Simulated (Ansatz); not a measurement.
The starting structures come from a database of crystals and need not be the phases stable at ambient conditions.

 Where the default PAW files enter, the runs use the earlier of Ansatz's two default sets.

Tunnelling through a barrier is set by its complex band structure: the current falls as exp(−2κd) with the smallest κ.

Given:

```yaml
crystal:
  lattice:
    - [6.38295, 0.00000, 0.00000]
    - [-3.19147, 5.52779, 0.00000]
    - [3.19147, 1.84260, 5.21165]
  atoms:
    - { symbol: Rb, position: [0.50000, 0.25000, 0.25000] }
    - { symbol: Rb, position: [0.50000, 0.75000, 0.75000] }
    - { symbol: Na, position: [0.00000, 0.50000, 0.50000] }
    - { symbol: Y, position: [0.00000, 0.00000, 0.00000] }
    - { symbol: F, position: [0.00000, 0.75750, 0.24250] }
    - { symbol: F, position: [0.00000, 0.24250, 0.75750] }
    - { symbol: F, position: [0.00000, 0.24250, 0.24250] }
    - { symbol: F, position: [0.00000, 0.75750, 0.75750] }
    - { symbol: F, position: [0.51500, 0.75750, 0.24250] }
    - { symbol: F, position: [0.48500, 0.24250, 0.75750] }
```

Space group of this cell: Fm-3m. The cell is taken as given; by r2SCAN its mean pressure is -2.7 GPa.

Transport runs along the normal of the first two printed cell vectors, the (111) plane of the conventional cell.

The gap is the functional's own, uncorrected, and κ follows it; spin-orbit coupling is left out. Mid-gap values are interpolated between the computed energies.

State the band gap and the smallest decay constant κ at mid-gap according to Ansatz (a first-principles code) with r2SCAN.

Gap 7.27 eV on a 8×8×8 mesh; κ = 0.549 1/Å, at the zone centre.
